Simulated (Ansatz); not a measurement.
fcc Pd (0 0 1) on germanium (0 0 1) (film strained to the substrate, faces as cut)

A periodic stack without vacuum, fcc Pd (0 0 1) on germanium (0 0 1) (film strained to the substrate, faces as cut): substrate slab Ge12, film Pd12, surface cells [[1, 0], [1, 1]] and [[0, -1], [2, 1]], film strained by +3.3 and +3.3 %, faces Ge/Ge and Pd/Pd as cut (like faces can put a slab off its formula).

The start was prepared with a machine-learned potential, and the result is one local minimum, with the in-plane cell held and forces under 0.04 eV/Å; the film can end far from its bulk form.

These are PBE (plane waves to 420 eV, PAW; Ansatz, a program for electronic structure) values and carry that method's errors. Scalar-relativistic, without spin–orbit coupling; the runs are not spin-polarised; PBE gaps are too small against experiment. Its k-point mesh 8×8×1, Fermi–Dirac width 0.05 eV.

The interface area comes out as 16.6 Å² and the period is 27.18 Å. The gaps between the outermost planes at the two interfaces is 1.47 and 1.48 Å and the Ge–Pd contacts across the interfaces within 1.22 times the sum of covalent radii is 16, mean 2.62 Å.

```
PdGe
1.0
    4.07296     0.00032    -0.00033
   -0.00022     4.07047     0.14357
   -0.00834     0.65884    27.21544
Ge Pd
12 12
Direct
  0.08296   0.13717   0.04280
  0.58293   0.63473   0.03483
  0.58457   0.60221   0.16664
  0.08430   0.61706   0.10893
  0.08612   0.06257   0.27335
  0.58594   0.08104   0.22024
  0.58624   0.51281   0.37953
  0.08612   0.54194   0.32641
  0.08623   0.09562   0.48516
  0.58600   0.99136   0.43358
  0.58181   0.32148   0.56074
  0.08151   0.80047   0.56894
  0.08187   0.76513   0.69684
  0.58187   0.26699   0.69689
  0.58174   0.79923   0.62299
  0.08199   0.28846   0.62550
  0.08205   0.71124   0.83526
  0.58214   0.21199   0.83522
  0.58194   0.73870   0.76632
  0.08192   0.23913   0.76637
  0.08259   0.65725   0.97433
  0.58251   0.15522   0.98044
  0.58229   0.68481   0.90441
  0.08239   0.18423   0.90458
```
